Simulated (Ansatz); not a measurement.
We consider rock-salt NaH, described by PBE0 (plane waves, PAW; Ansatz, an electronic-structure program).

Settings: plane-wave cutoff 460 eV, 10×10×10 k mesh, Fermi–Dirac smearing 0.01 eV, scalar-relativistic PAW data made under PBE.

Energies at three volumes about the minimum:

| V (Å³/atom) | E − E_lowest (meV/atom) |
|---|---|
| 13.533 | 0.66 |
| 13.823 | 0.00 |
| 14.227 | 0.61 |

Fit a parabola by hand: where is the minimum, what lattice constant follows, and what is the bulk modulus?

Slopes: (0.00 − 0.66)/(13.823 − 13.533) = -2.276 and (0.61 − 0.00)/(14.227 − 13.823) = 1.510 meV/Å³. Curvature E″ = 2 × (1.510 − (-2.276))/(14.227 − 13.533) = 10.911 meV/Å⁶. From the middle of the first interval, the slope vanishes at V0 = 13.6780 − (-2.276)/10.911 = 13.887 Å³/atom. B = V0 E″ = 13.887 × 10.911 meV/Å³ × 0.1602 GPa per meV/Å³ = 24.3 GPa. With 8 atoms in the cube, a = (8 × 13.887)^(1/3) = 4.807 Å. The full Birch–Murnaghan fit to all volumes gives V0 = 13.881 Å³/atom and B0 = 24.2 GPa.

Measured, for comparison: bulk modulus 19.4 ± 2 GPa (room temperature, no zero-point or thermal correction; as tabulated in High-pressure studies of NaH to 54 GPa); lattice constant a 4.872 Å (room temperature, no zero-point or thermal correction, sources range from 4.872 to 4.880; as tabulated in Thermodynamic Modeling of Hydrogen Storage Capacity in Mg-Na Alloys). Computed less measured: bulk modulus +25 % (against room or unstated temperature, where such soft solids are markedly softer).
